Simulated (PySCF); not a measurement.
PySCF 2.14.0, B3LYP/def2-svp, df: Ag(Cl)(NH3) ([NH3]->[Ag][Cl]), 6 atoms. The geometry is a generated start, not checked to be a minimum at this level.

```python
import time
import numpy
from pyscf import lib
from pyscf import gto, scf, dft, mp, cc, sgx
lib.logger.TIMER_LEVEL = 4
t0 = time.perf_counter()

mol = gto.M(
    atom='''
Ag     0.66920000     0.66050000     0.95960000
Cl     1.77290000     1.82060000     2.50370000
N     -0.47000000    -0.48470000    -0.66550000
H     -1.10750000     0.13250000    -1.15850000
H     -1.02080000    -1.24570000    -0.28310000
H      0.15620000    -0.88310000    -1.35620000
''',
    basis='def2-svp',
    ecp={'Ag': 'def2-svp'},
    max_memory=16000,
    verbose=4,
)
mf = dft.RKS(mol, xc='b3lyp')
mf = mf.density_fit()
mf.max_cycle = 100
mf.chkfile = None
mf = mf.newton()
mf.kernel()
print('SCF converged:', mf.converged)
print('E(SCF) = %.10f' % mf.e_tot)
print('basis functions:', mol.nao_nr())
print('integrals held in memory:', getattr(mf, '_eri', None) is not None)
t1 = time.perf_counter()
print('wall of the SCF part: %.3f s' % (t1 - t0))
print('run ended')
```

```bash
OMP_NUM_THREADS=16 OPENBLAS_NUM_THREADS=1 python -u run.py
```

The program reports basis functions: 78, grid points: 84648.

Machine: one whole node, Arm Neoverse V2, 96 cores on 1 socket, no SMT, 1 L3 cache group; 94 cores' worth of CPU time may be used.

On 16 threads, 1 BLAS thread this takes 2.7 s. Each time is the median wall time of two to five repeats, run one at a time on the otherwise empty machine; start-up is included. Processes are pinned to neighbouring cores unless said otherwise. The build: PyPI wheel: OpenMP (GNU), a bundled serial OpenBLAS 0.3.3 under its C layer, NumPy's threaded OpenBLAS held to generic ARMv8 kernels, libcint, Libxc; another build can shift the numbers. Scratch files lie in a memory file system.

Question: Speed this job up; the result has to stay within 1.0 meV/atom in energy. Keep to 16 cores.

Answer: This is not unique; one that fits is going from newton = Hessian by the SCF's own integrals to newton = off (default), the fastest among the values tried that keep the result.

```diff
-mf = mf.newton()
```

Time: 2.7 s to 1.2 s (2.2× as fast). The count of Fock builds goes from 48 to 14. These two results differ by: energy equal as printed. Others tried: two_electron_scheme = exact four-centre integrals, newton = Hessian by the SCF's own integrals (2.6 s); two_electron_scheme = exact four-centre integrals, newton = fitted Hessian (2.7 s). Launch, exit and the like take 0.38 s of the 1.2 s.
